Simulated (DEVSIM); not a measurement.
System: illuminated Si p-on-n cell, one wavelength, at 350 K.

```csv
layer (left to right),material,thickness (μm),Nd (cm⁻³),Na (cm⁻³),τn (s),τp (s),absorption coefficient (cm⁻¹)
1,Si,0.0960,-,1e18,1.8e-7,1.9e-6,5700
2,Si,250,2.5e15,-,1.3e-5,1.3e-5,5700
```

Left contact: ohmic, minority electron recombination velocity 5000 cm/s. Right contact: ohmic, minority hole recombination velocity 4000 cm/s. Voltage is applied to the left contact. Recombination: SRH at mid-gap, radiative, Auger. Light enters at the left, 2.3e16 photons cm⁻² s⁻¹, one pass, no reflection. Mobility is constant in doping. Where it depends on doping, it is μmin + (μ − μmin)/(1 + (N/Nref)^α).

This is a model device: material constants are rounded textbook-type values typed into the input, and sizes, dopings and lifetimes were drawn at random. Values at 300 K; Nc and Nv go as T^1.5, mobilities as T to minus their exponent, the gap by Varshni's rule with the affinity fixed. The table also holds parameters that only a changed run uses.

```
parameter               Si
----------------  --------
gap (eV)             1.124
affinity (eV)         4.05
permittivity          11.7
Nc (cm⁻³)          2.86e19
Nv (cm⁻³)           3.1e19
μn (cm²/Vs)           1417
μp (cm²/Vs)            470
μn,min                  52
μp,min                  45
Nref,n              9.7e16
Nref,p              2.2e17
αn                    0.68
αp                    0.72
T exponent of μn       2.3
T exponent of μp       2.2
B (cm³/s)          4.7e-15
Cn (cm⁶/s)         2.8e-31
Cp (cm⁶/s)         9.9e-32
Varshni α (eV/K)  0.000473
Varshni β (K)          636
```

DEVSIM, 1D drift-diffusion, Boltzmann statistics, complete ionisation; no tunnelling, impact ionisation, image-force lowering or self-heating.

Base results: largest power (mW/cm²) 1.06; largest field in the device at zero bias (V/cm) 61000; potential step across the device at zero bias (V) 0.711; short-circuit current (mA/cm²) 3.65.

What follows from this one change: photon flux 2.3e+16 → 6.9e+16 cm^-2 s^-1?

largest power 1.06 → 3.49 mW/cm²; largest field in the device at zero bias little changed (61000 V/cm); potential step across the device at zero bias little changed (0.711 V); short-circuit current 3.65 → 10.9 mA/cm².

What follows from this one change: doping Na of layer 1 1e+18 → 3e+16 cm^-3?

largest power 1.06 → 1.02 mW/cm²; largest field in the device at zero bias 61000 → 20000 V/cm; potential step across the device at zero bias 0.711 → 0.606 V; short-circuit current little changed (3.64 mA/cm²).
